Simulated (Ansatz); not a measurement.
Ansatz (a quantum-chemistry and plane-wave program) run on CsH3O2 (Amm2, 6 atoms in the cell): self-consistent single point.

Computed with LDA (PW92), default PAW files made with PBE (plane waves; Ansatz).

```
CsH3O2
1.0
    4.27148     0.00000     0.00000
    0.00000     2.22366     4.04368
    0.00000    -2.22366     4.04368
Cs H O
1 3 2
Direct
  0.00000   0.99151   0.99151
  0.50000   0.55847   0.55847
  0.50000   0.07118   0.45270
  0.50000   0.45270   0.07118
  0.50000   0.67951   0.67951
  0.50000   0.33406   0.33406
```

Reference input (self-consistent single point, DFT, LDA (PW92), plane waves, default PAW files made with PBE): basis.ecutwfc = 30.9 Ry; kpoints.mp_grid.grid = 6 6 6; hamiltonian.xc = lda; hamiltonian.pseudopotentials = {kind: paw} (the program's default PAW files); scf.occupations.method = fixed. This run's input differs from it in these lines:

Ansatz 0.2 input:
```diff
@@ -13,3 +13,3 @@
 basis:
-  ecutwfc: 30.9 Ry
+  ecutwfc: 21.7 Ry
 kpoints:
```

The program printed (abridged):

```
SCF iter   1: F=—  HF=-6663.743753 eV  |F-HF|=—  |Δ(HF+E_count)|=         —  Δρ=2.11e-2  dr2=1.78e-1  ethr=1.77e-3  ⟨swp⟩=4.1  Hψ=4528  notcnv=0  defer=203
all-band conjugate gradients solve this SCF's bands
preconditioner: auto → Resta (q_TF=auto, 2.247 Å⁻¹)
SCF iter   2: F=—  HF=-6663.693480 eV  |F-HF|=—  |Δ(HF+E_count)|=   5.03e-2  Δρ=7.55e-3  dr2=1.73e-2  ethr=7.42e-4  ⟨swp⟩=2.0  Hψ=1850  notcnv=0  defer=206
   [... lines left out ...]
SCF iter   5: F=—  HF=-6663.690021 eV  |F-HF|=—  |Δ(HF+E_count)|=   2.50e-4  Δρ=2.28e-4  dr2=3.98e-5  ethr=4.70e-6  ⟨swp⟩=2.2  Hψ=1297  notcnv=0  defer=181
SCF iter   6: F=—  HF=-6663.690027 eV  |F-HF|=—  |Δ(HF+E_count)|=   5.39e-6  Δρ=6.95e-5  dr2=3.12e-6  ethr=1.66e-7  ⟨swp⟩=2.2  Hψ=1435  notcnv=0  defer=72
SCF iter   7: F=—  HF=-6663.690026 eV  |F-HF|=—  |Δ(HF+E_count)|=   1.16e-7  Δρ=3.03e-5  dr2=3.39e-7  ethr=1.30e-8  ⟨swp⟩=2.4  Hψ=1326  notcnv=0  defer=72
SCF iter   8: F=-6663.690026 eV  HF=-6663.690026 eV  |F-HF|=3.97e-10  |Δ(HF+E_count)|=   4.89e-8  Δρ=2.37e-6  dr2=5.25e-9  ethr=4.17e-10  ⟨swp⟩=10.4  Hψ=5288  notcnv=0
SCF 1 converged in 8 iterations: F = -6663.690026 eV  dr2 = 5.25e-9
Free energy (F): -6663.690026 eV
Internal energy: -6663.690026 eV  (E = F + TS)
E sigma→0 (E₀):  -6663.690026 eV
Fermi energy:    2.893681 eV
--- Forces (eV/Å), atoms counted from 1 ---
  atom   1  Cs     0.00000000     0.00000000    -0.08801740
  atom   2  H      0.00000000     0.00000000    -0.42302325
  atom   3  H      0.00000000    -0.46552227    -0.20893413
  atom   4  H      0.00000000     0.46552227    -0.20893413
  atom   5  O      0.00000000     0.00000000     0.45958918
  atom   6  O      0.00000000     0.00000000     0.46933758
--- Stress (GPa, compression-positive) ---
       -2.252535       0.000000       0.000000
        0.000000      -2.605882       0.000000
        0.000000       0.000000      -2.465814
  P = ⅓ Tr σ = -2.4414 GPa (-24.414 kbar)
  The stress holds the Pulay correction. Without it, at fixed plane waves, as pw.x and ABINIT print it: P = -16.9169 GPa
```

The run converged in 8 iterations. Against the reference run the free energy goes up by 213 meV/atom, the pressure goes from -2.18 to -2.44 GPa, the largest force goes from 0.479 to 0.510 eV/Å and the gap on the mesh goes from 4.015 to 3.990 eV.

The starting cell comes from a database of computed structures (which also holds hypothetical and non-ambient phases and stackings), without a prior relaxation at this level. Its lattice was rescaled by up to half a per cent. One atom was moved a little off its site on purpose. Ansatz's pressure includes its estimate of the finite-basis (Pulay) stress. Without the estimate this run gives -16.92 GPa. The cutoff lies below the one recommended for these files.
